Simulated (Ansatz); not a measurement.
The reference is ZrO$_{2}$ (space group P4_2/nmc, No. 137; a = 3.6210 Å, c = 5.2828 Å).

All numbers come from PBE/PAW in Ansatz (a first-principles code), no spin-orbit coupling.

For the base:

- Shortest interatomic distance = 2.077 Å

The change: cell and atoms relaxed at a pressure of 22.5 GPa.

Problem. What happens to the shortest interatomic distance?

Solution. The shortest interatomic distance shrinks by 0.003 Å (2.077 Å → 2.074 Å).

Load acts through the strain it causes; cell and atoms are relaxed under it. Whether these cells are dynamically stable was not tested. Competing high-pressure phases were not computed. This is not the structure that ZrO2 has at room temperature and ambient pressure.
